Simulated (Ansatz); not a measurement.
The reference is BeSe in the zinc blende structure (space group F-43m, No. 216; a = 5.1289 Å). Axes: x, y, z lie along the cube axes.

The values are results of PBEsol in Ansatz (plane waves to 420 eV, PAW, scalar-relativistic without spin-orbit coupling), not measurements.

Modification: the cell is stretched by 2.00 % along z with no lateral relaxation; the atoms relax in the strained cell.

Q: Predict the stress tensor and what it implies for the stiffness.

A: Stress of the strained cell less that of the base (GPa, compression positive):
```
  -0.99    0.00    0.00
   0.00   -0.99    0.00
   0.00    0.00   -2.57
```

Then −Δσ_ii/ε with ε = 0.0200 gives secant stiffness values (nonlinear terms included at this strain): C33 ≈ 128 GPa, C13 ≈ 50 GPa and C23 ≈ 50 GPa.

Stability against distortions was not tested.

Ansatz is a quantum-chemistry and plane-wave program.
